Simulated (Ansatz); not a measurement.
Data:

End structure of the (111) surface of fcc Pd in its 1x1 cell, outermost plane spacing 2.28 Å in the ideal cut:

```
CELL_PARAMETERS angstrom
      2.78861     0.00000     0.00000
     -1.39431     2.41501     0.00000
      0.00000     0.00000    50.50000
ATOMIC_POSITIONS crystal
  Pd 0.33333 0.66667 0.16176
  Pd 0.66667 0.33333 0.20691
  Pd 0.00000 0.00000 0.25187
  Pd 0.33333 0.66667 0.29697
  Pd 0.66667 0.33333 0.34207
  Pd 0.00000 0.00000 0.38721
  Pd 0.33333 0.66667 0.43232
  Pd 0.66667 0.33333 0.47744
  Pd 0.00000 0.00000 0.52256
  Pd 0.33333 0.66667 0.56768
  Pd 0.66667 0.33333 0.61279
  Pd 0.00000 0.00000 0.65793
  Pd 0.33333 0.66667 0.70303
  Pd 0.66667 0.33333 0.74813
  Pd 0.00000 0.00000 0.79309
  Pd 0.33333 0.66667 0.83824
```

Model: 16-atom slab, 34.2 Å thick at the start, 15x15x1 mesh, Fermi-Dirac 0.1 eV, dipole correction, all atoms relaxed; held to the start's symmetry, so lower structures may exist; no spin, no spin-orbit, no U.

Problem. What is the computed surface energy (mean of both faces) (PBE (Ansatz, a first-principles code))?

Solution. 86 meV/Å²

Problem. What work function of the top face does PBE give?

Solution. 5.22 eV
